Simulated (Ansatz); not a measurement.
Bi2O2Te (model structure, started from the La2SO2 type, P-3m1, No. 164, 5 atoms in the cell), treated with G0W0@PBEsol (Ansatz, a quantum-chemistry and plane-wave program, plane waves, hard PAW, contour deformation, complete-basis limit).

Numerical settings: largest k mesh 6×6×2 (not extrapolated in the mesh).

Cell (relaxed with PBEsol):

```yaml
crystal:
  lattice:
    - [4.03638, 0.00000, 0.00000]
    - [-2.01819, 3.49561, 0.00000]
    - [0.00000, 0.00000, 7.33312]
  atoms:
    - { symbol: Bi, position: [0.66667, 0.33333, 0.79807] }
    - { symbol: Bi, position: [0.33333, 0.66667, 0.20193] }
    - { symbol: Te, position: [0.00000, 0.00000, 0.50000] }
    - { symbol: O, position: [0.66667, 0.33333, 0.11426] }
    - { symbol: O, position: [0.33333, 0.66667, 0.88574] }
```

Give the computed band gap.


band gap: 0.98 eV

Note: filled d or f shells below the valence bands can shift G0W0 gaps through exchange with them, which wasn't tested here; the relaxation could raise the start's symmetry but not lower it, so the cell can be a saddle point; the gap holds a correction of -0.07 eV to the complete basis, taken at k points off the band edges; the gap is lowered by 0.15 eV for band edges off the mesh, as the parent functional finds them.

Spin–orbit coupling is not included; with these elements it can move the gap by several tenths of an eV or more.

Static lattice: no zero-point or thermal effects.

Cost on a shared machine: around 2.9 core-hours (rough).

A model structure was made by putting elements into a prototype or built by hand; it is no filed structure, need not be a known phase, and can be a saddle point held by its symmetry.
